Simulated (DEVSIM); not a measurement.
Device: Pt/Si3N4/SiO2/p-Si capacitor, at 400 K.

```csv
layer (left to right),material,thickness (nm),Na (cm⁻³)
1,Si3N4,4.50,-
2,SiO2,0.530,-
3,Si,2200,6.7e16
```

Metal gate on the left, work function 5.6 eV. Fixed charge at the semiconductor interface 0 cm⁻² (in units of +e); interface traps 3.4e12 cm⁻² eV⁻¹, uniform in energy, neutral level at 0.5 of the gap above the valence band.

The device is made up for the run: typed textbook-type constants, with dimensions and the other settings drawn at random. Values at 300 K; Nc and Nv go as T^1.5, mobilities as T to minus their exponent, the gap by Varshni's rule with the affinity fixed.

| parameter | Si3N4 | SiO2 | Si |
|---|---|---|---|
| gap (eV) | 5.1 | 9 | 1.124 |
| affinity (eV) | 2.1 | 0.9 | 4.05 |
| permittivity | 7.5 | 3.9 | 11.7 |
| Nc (cm⁻³) | - | - | 2.86e19 |
| Nv (cm⁻³) | - | - | 3.1e19 |
| Varshni α (eV/K) | - | - | 0.000473 |
| Varshni β (K) | - | - | 636 |

Model (solved in DEVSIM): 1D Poisson equation in equilibrium, Boltzmann statistics, complete ionisation; no quantum confinement or tunnelling. Metal contacts follow the ideal Schottky-Mott rule: no Fermi-level pinning, no interface dipoles.

The substrate doping was swept, all else fixed.

| substrate doping (cm^-3) | threshold voltage (band bending 2φF) (V) | flat-band voltage (V) | minimum of the low-frequency capacitance (μF/cm²) |
|---|---|---|---|
| 3.4e15 | 1.34 | 0.68 | 0.390 |
| 6.7e15 | 1.39 | 0.65 | 0.395 |
| 1.3e16 | 1.43 | 0.62 | 0.401 |
| 3.4e16 | 1.51 | 0.57 | 0.413 |
| 6.7e16 | 1.57 | 0.53 | 0.424 |
| 1.3e17 | 1.65 | 0.50 | 0.440 |

From the first row to the last the threshold voltage (band bending 2φF) goes from 1.34 to 1.65. From the first row to the last the flat-band voltage goes from 0.68 to 0.50.
